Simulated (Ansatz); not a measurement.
The reference is SnTe in the rock salt structure (space group Fm-3m, No. 225; a = 6.2891 Å). Axes: x, y, z lie along the cube axes.

All numbers come from Ansatz (a first-principles code) PBEsol, no spin-orbit coupling.

For the base:

- Volume per atom: 31.09 Å³
- Pressure: -0.01 GPa

It is then changed as follows: tensile biaxial strain of 2.50 % in the plane normal to [001], as in epitaxy on a mismatched substrate; the out-of-plane cell vector and the atoms relax.

Problem. Estimate the effect on the energy relative to the base.

Solution. The energy grows by 15 meV/atom.

Problem. What does the calculation give for the volume per atom after the change?

Solution. The volume per atom grows by 1.544 Å³, from 31.09 Å³ to 32.64 Å³.

Problem. How does this affect the pressure?

Solution. The pressure (mean of the normal stresses, compression positive) drops by 1.96 GPa (-0.01 GPa → -1.97 GPa).

Stability against distortions was not tested.
